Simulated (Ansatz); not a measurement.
Start from MoS2 in the 2H-MoS2 type structure (space group P6_3/mmc, No. 194; a = 3.173 Å, c = 12.437 Å; layered, stacked along the Cartesian z axis). Axes: x lies along a and z along c of the hexagonal cell.

Level of theory: r2SCAN+rVV10, PAW, 500 eV (Ansatz, a first-principles code; scalar-relativistic without spin-orbit coupling), earlier PAW set.

Before the change:

The band gap is 1.01 eV.

The change: uniaxial stress, 3 GPa compression along x, with the cell and atoms free to relax against it.

Q: What happens to the band gap and strain response?

A: The band gap goes up by 0.02 eV (1.01 eV → 1.03 eV); the strain response (xx, yy, zz) amounts to (−1.32, +0.33, +0.22) %.

Stability under load was not tested beyond the relaxation.
